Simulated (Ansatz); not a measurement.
Start from InSe in the beta-GaS type structure (space group P6_3/mmc, No. 194; a = 4.032 Å, c = 16.764 Å; layered, stacked along the Cartesian z axis).

(Cell as relaxed with PBE-D3(BJ).)

Levels (all Ansatz, a quantum-chemistry and plane-wave program, PAW): PBE-D3(BJ) (420 eV, no SOC); PBEsol-D3(BJ) (420 eV, without spin-orbit coupling).

Each level relaxes its own structure.

```
base                 PBE-D3(BJ)  PBEsol-D3(BJ)
-------------------  ----------  -------------
volume per atom        29.50 Å³       27.59 Å³
lattice parameter a     4.032 Å        3.953 Å
```

One thing is altered: a hydrostatic pressure of 1.5 GPa.

```json
[
 {"quantity": "c/a ratio", "PBE-D3(BJ)": "4.117", "PBEsol-D3(BJ)": "…"},
 {"quantity": "shortest interatomic distance", "PBE-D3(BJ)": "2.641 Å", "PBEsol-D3(BJ)": "…"}
]
```

**Question.** What does PBEsol-D3(BJ) give?

**Answer.** 
- c/a ratio, PBEsol-D3(BJ): 4.111
- shortest interatomic distance, PBEsol-D3(BJ): 2.608 Å

PBE-D3(BJ)'s c/a ratio lies 0.006 above PBEsol-D3(BJ)'s; PBE-D3(BJ)'s shortest interatomic distance lies 0.033 Å above PBEsol-D3(BJ)'s (1.3 %). Neither level is exact; PBEsol-D3(BJ) is the comparison here, not a measurement.

Load acts through the strain it causes; cell and atoms are relaxed under it. Whether these cells are dynamically stable was not tested.
